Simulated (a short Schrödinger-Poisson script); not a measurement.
Structure: MOS inversion layer, SiO2 on p-type Si(100), at 400 K.

From the gate side: 1.2 nm SiO2; 520 nm Si, acceptors 1.4e18 cm⁻³.

The device is made up for the run: typed textbook-type constants, with dimensions and the other settings drawn at random. SiO2: permittivity 3.9, conduction-band edge (eV) 3.15, gap (eV) 9, electron mass (mₑ) 0.5. Si: permittivity 11.7, conduction-band edge (eV) 0, gap (eV) 1.124, Nv at 300 K (cm⁻³) 3.1e19.

Channel valleys (confinement mass, in-plane density-of-states mass, number): Δ2 0.916, 0.19, 2; Δ4 0.19, 0.417, 4. At the gate the conduction-band edge of layer 1 lies 3.57 eV − eVg above the Fermi level of the channel; the field vanishes at the back. Gaps are held at their typed values at every temperature. Mesh 0.03 nm at interfaces.

From a short Schrödinger-Poisson script (our own, NumPy): 1D Poisson equation in equilibrium, electrons quantum, Hartree (BenDaniel-Duke, 12 states a valley, the channel's in-plane mass for all, wave functions ending at the dielectric), parabolic valleys, classical holes, full ionisation, no traps, pinning or gate leakage.

| Vg (V) | electrons (cm⁻²) | C (μF/cm²) | Δ2 E0 (meV from the Fermi level) | Δ4 E0 (meV from the Fermi level) |
|---|---|---|---|---|
| 0.45 | 1.42e9 | 0.343 | 299.7 | 378.9 |
| 0.5 | 4.67e9 | 0.346 | 258.0 | 338.8 |
| 0.55 | 1.53e10 | 0.372 | 216.5 | 299.0 |
| 0.6 | 4.83e10 | 0.463 | 176.2 | 260.3 |
| 0.65 | 1.39e11 | 0.679 | 139.2 | 225.0 |
| 0.7 | 3.32e11 | 0.997 | 108.2 | 195.9 |
| 0.75 | 6.43e11 | 1.30 | 84.3 | 174.0 |
| 0.8 | 1.05e12 | 1.52 | 65.9 | 158.0 |
| 0.85 | 1.53e12 | 1.67 | 51.6 | 146.0 |
| 0.9 | 2.05e12 | 1.78 | 39.8 | 136.7 |
| 0.95 | 2.60e12 | 1.86 | 29.9 | 129.2 |
| 1 | 3.18e12 | 1.92 | 21.2 | 122.9 |
| 1.05 | 3.78e12 | 1.96 | 13.4 | 117.6 |
| 1.1 | 4.39e12 | 2.00 | 6.4 | 112.9 |
| 1.15 | 5.02e12 | 2.03 | 0.0 | 108.8 |
| 1.2 | 5.65e12 | 2.06 | -6.1 | 105.1 |
| 1.25 | 6.29e12 | 2.08 | -11.7 | 101.8 |
| 1.3 | 6.94e12 | 2.10 | -17.1 | 98.7 |

Gate voltages with under 1e9 electrons/cm² are left out.

### Question
At Vg = 1.3 V the lowest Δ2 subband lies at -17.1 meV from the Fermi level. How many electrons does it hold, and what share of all?

### Answer
The two-dimensional density of states is g m/(πħ²) = 1.59e11 cm⁻² meV⁻¹ (both spins), kT = 34.5 meV, so n = D kT ln(1 + exp(−E/kT)) = 5.31e12 cm⁻², 0.77 of the 6.94e12 cm⁻² in all.

### Question
Compare the slope of the sheet density between 1.2 and 1.3 V with the geometric capacitance of the layers between gate and channel.

### Answer
q Δn/ΔV = 2.07 μF/cm²; ε0/Σ(t/ε) = 2.88 μF/cm². The ratio is 0.72: the channel acts as a further capacitance in series.
